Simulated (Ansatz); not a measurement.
# CsSnI3: energy against strain

CsSnI3 (cubic perovskite, Pm-3m, 43.862 Å³/atom at rest) under an equal strain ε in the (001) plane with the normal axis free, as in a coherent film. LDA in Ansatz, a plane-wave DFT program (PAW, default set), 420 eV, 8×8×8 Γ-centred mesh, Fermi-Dirac smearing 0.05 eV; ions are relaxed within the symmetry of each cell.

Here s stands for strain and y for E less E0.

```csv
strain (%),E less E0 (meV/atom)
-1.20,2.34
-0.60,0.57
0.00,0.00
0.60,0.54
1.20,2.12
3.00,?
```

Fit y against s with a parabola, and predict the withheld value at s = 3.00.

Least squares gives y = -0.002 - 0.0783·s + 1.5496·s². Residuals (row less fit): 0.017, -0.033, 0.002, 0.031, -0.015; standard error 0.036 (degrees of freedom: 2). Twice the quadratic coefficient over the volume, 2 × 1.5496 meV × 10⁴ × 0.1602 / 43.862 Å³, is twice the biaxial elastic modulus of this plane = 113 ± 1.9 GPa. At the withheld row, y = -0.002 - 0.0783 × 3.0 + 1.5496 × 3.0² = 13.710 meV/atom. The calculation gives 12.48 meV/atom, 1.230 meV/atom below the prediction (9.9 % of the range of y in the table). The row lies outside the fitted rows, so this is an extrapolation. From the scatter of the fitted rows alone, a prediction at this place has a standard error of 0.231 meV/atom, so the miss is 5.3 times that.

One order more, fitted to all 11 runs of the series, follows each within 0.02, so the miss is the next term of a smooth law. This level leaves no gap over 0.05 eV at strain -1.20, -0.60, 0.00, 0.60, 1.20, where the mesh may be coarse. The primitive cell can neither tilt nor turn polar against its symmetry, as such crystals can under strain. CsSnI3 is here the ideal cubic form; the compound distorts at low or room temperature. Rows are the converged runs of the series near zero and its far end; series whose fitted rows scatter by over a few per cent of the range, as at a crossing or softening among them, aren't shown in this form. Most that stay on the fit to the last digits aren't either.
